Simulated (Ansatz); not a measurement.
YFe2 (Fd-3m, No. 227; cell taken from a computed entry)

Level of theory: PBEsol (Ansatz, a first-principles code, plane waves, PAW).

Numerical settings: plane-wave cutoff 500 eV, 14×14×14 k mesh, Fermi–Dirac smearing 0.1 eV, spin-polarised start, scalar-relativistic PAW data made under PBE.

Cell (relaxed at this level):

```xyz
6
Lattice="0.0000 3.5646 3.5646 3.5646 0.0000 3.5646 3.5646 3.5646 0.0000" Properties=species:S:1:pos:R:3 pbc="T T T"
Y      1.7823     1.7823     1.7823
Y      0.0000     0.0000     0.0000
Fe     4.4558     4.4558     4.4558
Fe     4.4558     2.6735     2.6735
Fe     2.6735     2.6735     4.4558
Fe     2.6735     4.4558     2.6735
```

```json
{
  "band_gap": "zero (no gap)"
}
```

Note: the magnetic order was assumed, not searched for or taken from measurement; a magnet's gap depends somewhat on the PAW data; the relaxation could not lower the start's symmetry, so the cell can be a saddle point above a distorted one.

Spin–orbit coupling is not included.

The computed numbers hold no vibrational or temperature effects.
